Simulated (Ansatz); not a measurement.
**What pressure 0.3 GPa does to Pd**

Start from Pd (space group P6_3/mmc, No. 194; a = 2.7336 Å, c = 9.0149 Å; a cell from a computed database, its experimental status unchecked).

Perturbation: cell and atoms relaxed at a pressure of 0.3 GPa.

Method: PBEsol (Ansatz, a first-principles code), without spin-orbit coupling. Settings: 19×19×5 k-points, 0.05 eV Fermi–Dirac smearing.

The volume per atom drops by 0.02 Å³ (14.58 Å³ → 14.56 Å³) and the density goes up by 0.018 g/cm³ to 12.13 g/cm³. The lattice parameter a hardly moves (2.734 Å against 2.732 Å) and the shortest interatomic distance hardly moves (2.734 Å against 2.732 Å). The enthalpy H = E + PV relative to the base's energy comes out as +0.03 eV/atom and the band gap stays zero.

Load acts through the strain it causes; cell and atoms are relaxed under it. Stability against distortions was not tested. All final runs are without spin polarisation. Pd has a high density of states at the Fermi level and may be magnetic at this level. This is not the structure that Pd has at room temperature and ambient pressure.
